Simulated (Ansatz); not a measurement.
The parent structure is HgTe in the zinc blende structure (space group F-43m, No. 216).

```
HgTe
1.0
    0.00000     3.25489     3.25489
    3.25489     0.00000     3.25489
    3.25489     3.25489     0.00000
Te Hg
1 1
Direct
  0.75000   0.75000   0.75000
  0.00000   0.00000   0.00000
```

Cartesian axes are those of the cell as printed.

Computed with PBEsol, PAW, 420 eV (Ansatz, a program for electronic structure; no spin-orbit coupling).

Base values:

```
Property                         Value
-----------------------------  -------
Pressure                       0.0 GPa
Shortest interatomic distance  2.819 Å
```

The change: uniaxial strain ε_yy = +1.23 %, all other strain components held at zero, atoms relaxed at fixed cell.

Task: What happens to the energy relative to the base, pressure and shortest interatomic distance?

Result: The energy rises by 0.8 meV/atom; the pressure (mean of the normal stresses, compression positive) goes from zero to -0.5 GPa; the shortest interatomic distance increases by 0.0116 Å to 2.830 Å.

A case with no gap was solved on a k-mesh chosen for an insulator, which is coarse for it. Whether these cells are dynamically stable was not tested. All final runs are without spin polarisation.
